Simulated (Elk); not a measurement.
# A self-consistent single point of Rb (Im-3m, 1 atom in the cell) with Elk

Method: PBE, all-electron FP-LAPW, Elk's shipped species files, APW+lo basis with extra local orbitals (Elk).

Input as run:

```
tasks
  0

xctype
  20

rgkmax
  7.5

gmaxvr
  16.0

nxlo
  2

lorbcnd
  .true.

lmaxi
  3

stype
  0

swidth
  0.00999582

avec
   -5.2583991575    5.2583991575    5.2583991575
    5.2583991575   -5.2583991575    5.2583991575
    5.2583991575    5.2583991575   -5.2583991575

sppath
  'species/'

atoms
  1   : nspecies
  'Rb.in'   : spfname
  1   : natoms; atposl, bfcmt below
  0.0000000000  0.0000000000  0.0000000000    0.0 0.0 0.0

ngridk
  11 11 11
```

The program printed (abridged):

```
│ Elk code version 10.2.4 │

All units are atomic (Hartree, Bohr, etc.)

│ Ground-state run starting from atomic densities │

Lattice vectors :
  -5.258399158       5.258399158       5.258399158
   5.258399158      -5.258399158       5.258399158
   5.258399158       5.258399158      -5.258399158

Unit cell volume      :    581.5949681
Brillouin zone volume :   0.4264999304

Muffin-tin inner radius fraction :   0.1000000000E-01

Nuclei treated as point charges

Species :    1 (Rb)
 parameters loaded from : Rb.in
 name : rubidium
 nuclear charge    :   -37.00000000
 electronic charge :    37.00000000
 atomic mass :    155798.2684
 muffin-tin radius :    2.600000000
 number of radial points in muffin-tin :    597
 atomic positions (lattice), magnetic fields (Cartesian) :
   1 :   0.00000000  0.00000000  0.00000000    0.00000000  0.00000000  0.00000000

Total number of atoms per unit cell :    1

Spin treatment :
 spin-unpolarised

Number of Bravais lattice symmetries :   48
Number of crystal symmetries         :   48
Crystal has inversion symmetry
Real symmetric eigensolver will be used

k-point grid :     11    11    11
k-point offset :    0.000000000       0.000000000       0.000000000
k-point set is reduced with full crystal symmetry group
Total number of k-points :       56

Muffin-tin radius times maximum |G+k| :    7.500000000
 using average radius
Maximum |G+k| for APW functions       :    2.884615385
Maximum (1/2)|G+k|²                   :    4.160502959
Maximum |G| for potential and density :    16.00000000
 potential will be trimmed for |G| > 2 gkmax
Constant for pseudocharge density :   10
Radial integration step length :    4

G-vector grid sizes :     48    48    48
Number of G-vectors :    40263

Maximum angular momentum used for
 APW functions                      :    8
 outer part of muffin-tin           :    6
 inner part of muffin-tin           :    3

Total nuclear charge    :   -37.00000000
Total core charge       :    28.00000000
Total valence charge    :    9.000000000
Total excess charge     :    0.000000000
Total electronic charge :    37.00000000

Effective Wigner radius, rₛ :    1.553972882

Number of empty states         :    4
Total number of valence states :    9
Total number of core states    :   28

Conduction state local-orbitals added automatically
Total number of local-orbitals :   69

Exchange-correlation functional :     20     0     0
 Perdew-Burke-Ernzerhof, Phys. Rev. Lett. 77, 3865 (1996)
 gradient requirement :    1
 generalised gradient approximation (GGA)

Smearing type :    0
 Gaussian
Smearing width :   0.9995820000E-02
Effective electronic temperature (K) :    3156.430308

Mixing type :    3
 Broyden mixing, J. Phys. A: Math. Gen. 17, L317 (1984)

Kohn-Sham potential initialised from atomic data

│ Self-consistent loop started │
│ Loop number : 1 │
 total energy                :     -2982.34905358
│ Loop number : 2 │
 total energy                :     -2982.35096955
RMS change in Kohn-Sham potential (target) :   0.1026850147     (  0.1000000000E-05)
Absolute change in total energy (target)   :   0.1915969166E-02 (  0.1000000000E-03)
│ Loop number : 3 │
 total energy                :     -2982.19331399
RMS change in Kohn-Sham potential (target) :   0.7506604380E-01 (  0.1000000000E-05)
Absolute change in total energy (target)   :   0.1571765732     (  0.1000000000E-03)
│ Loop number : 4 │
 total energy                :     -2981.86978293
RMS change in Kohn-Sham potential (target) :   0.3534870988E-01 (  0.1000000000E-05)
Absolute change in total energy (target)   :   0.3628252035     (  0.1000000000E-03)
│ Loop number : 5 │
 total energy                :     -2981.65722590
RMS change in Kohn-Sham potential (target) :   0.1121656896E-01 (  0.1000000000E-05)
Absolute change in total energy (target)   :   0.3032633247     (  0.1000000000E-03)
│ Loop number : 6 │
 total energy                :     -2981.57772978
RMS change in Kohn-Sham potential (target) :   0.2679242553E-02 (  0.1000000000E-05)
Absolute change in total energy (target)   :   0.1553119502     (  0.1000000000E-03)
│ Loop number : 7 │
 total energy                :     -2981.55072854
RMS change in Kohn-Sham potential (target) :   0.1938006862E-03 (  0.1000000000E-05)
Absolute change in total energy (target)   :   0.6582923630E-01 (  0.1000000000E-03)
│ Loop number : 8 │
 total energy                :     -2981.54760479
RMS change in Kohn-Sham potential (target) :   0.1019301251E-03 (  0.1000000000E-05)
Absolute change in total energy (target)   :   0.1958105942E-01 (  0.1000000000E-03)
│ Loop number : 9 │
 total energy                :     -2981.54477698
RMS change in Kohn-Sham potential (target) :   0.1846203006E-04 (  0.1000000000E-05)
Absolute change in total energy (target)   :   0.7723071220E-02 (  0.1000000000E-03)
│ Loop number : 10 │
 total energy                :     -2981.54473431
RMS change in Kohn-Sham potential (target) :   0.4111939703E-05 (  0.1000000000E-05)
Absolute change in total energy (target)   :   0.1973437023E-02 (  0.1000000000E-03)
│ Loop number : 11 │
 total energy                :     -2981.54476996
RMS change in Kohn-Sham potential (target) :   0.1144997054E-05 (  0.1000000000E-05)
Absolute change in total energy (target)   :   0.4577088407E-03 (  0.1000000000E-03)
│ Loop number : 12 │
 total energy                :     -2981.54477731
RMS change in Kohn-Sham potential (target) :   0.3347136942E-06 (  0.1000000000E-05)
Absolute change in total energy (target)   :   0.1070785393E-03 (  0.1000000000E-03)
│ Loop number : 13 │
 total energy                :     -2981.54477540
RMS change in Kohn-Sham potential (target) :   0.3758469556E-07 (  0.1000000000E-05)
Absolute change in total energy (target)   :   0.2867563853E-04 (  0.1000000000E-03)
Convergence targets achieved

│ Loop number : 14 │

Energies :
 Fermi                       :     0.476645659917E-01
 sum of eigenvalues          :     -1754.47044143
 electron kinetic            :      3066.04713011
 core electron kinetic       :      3028.37399529
 Coulomb                     :     -5946.69555714
 Coulomb potential           :     -4689.20328488
 nuclear-nuclear             :     -218.850158139
 electron-nuclear            :     -6766.48751312
 Hartree                     :      1038.64211412
 Madelung                    :     -3602.09391470
 xc potential                :     -131.314286663
 exchange                    :     -99.0954218072
 correlation                 :     -1.80092577341
 total energy                :     -2981.54477461

Density of states at Fermi energy :    23.81965605
 (states/Hartree/unit cell)

Estimated indirect band gap :   0.2449692835E-02
 from k-point     32 to k-point      6
Estimated direct band gap   :   0.5150544158E-01
 at k-point     32

Charges :
 core                        :    28.00000000
 valence                     :    9.000000000
 interstitial                :    1.626484779
 muffin-tins (core leakage)
  species :    1 (Rb)
   atom    1                 :    35.37351522     (  0.9290638928E-04)
 total in muffin-tins        :    35.37351522
 total calculated charge     :    37.00281934
 total charge                :    37.00000000
 error                       :   0.2819341484E-02

│ Self-consistent loop stopped │
```

The run converged in 14 iterations. The count includes the last loop, which Elk runs after its targets are met.

The starting cell has typed, rounded lattice constants, without a prior relaxation at this level. Its lattice was rescaled by a random factor within 2.5 % of one. Values depend on the basis (sphere radii, cutoffs, local orbitals), which need not be converged. The log's line on a gap gives a spacing of levels on this mesh, which the program prints for metals too.
